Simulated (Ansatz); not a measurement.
The reference is VSb in the zinc blende structure (space group F-43m, No. 216; a = 6.179 Å; ferromagnetic; a hypothetical phase, not in the database extracts checked).

(Cell as relaxed with PBE.)

Levels (all Ansatz, a first-principles code, PAW): PBE (420 eV, no spin-orbit coupling); r2SCAN (500 eV, scalar-relativistic without spin-orbit coupling).

Each level relaxes its own structure.

```csv
base,PBE,r2SCAN
volume per atom,29.49 Å³,29.91 Å³
lattice parameter a,617.9 pm,620.8 pm
band gap,zero,zero
largest site moment,1.97 μB,2.12 μB
```

Modification: cell and atoms relaxed at a pressure of 1.8 GPa.

```tsv
quantity	PBE	r2SCAN
largest site moment	1.94 μB	[?]
band gap	zero	[?]
volume per atom	28.54 Å³	[?]
```

Question: Predict the r2SCAN column.

Answer: 
- largest site moment, r2SCAN: 2.09 μB
- band gap, r2SCAN: zero
- volume per atom, r2SCAN: 28.87 Å³

PBE's largest site moment lies 0.15 μB below r2SCAN's; PBE's volume per atom lies 0.33 Å³ below r2SCAN's (1.2 %); the two agree on the band gap. Neither level is exact; r2SCAN is the comparison here, not a measurement.

Other magnetic orders, which the real material may have, were not ruled out. Spin-orbit coupling, missing from the scalar runs, can matter with Sb. Load acts through the strain it causes; cell and atoms are relaxed under it. Whether these cells are dynamically stable was not tested. Gaps under 0.05 eV, about the width of the smearing, are given as zero.
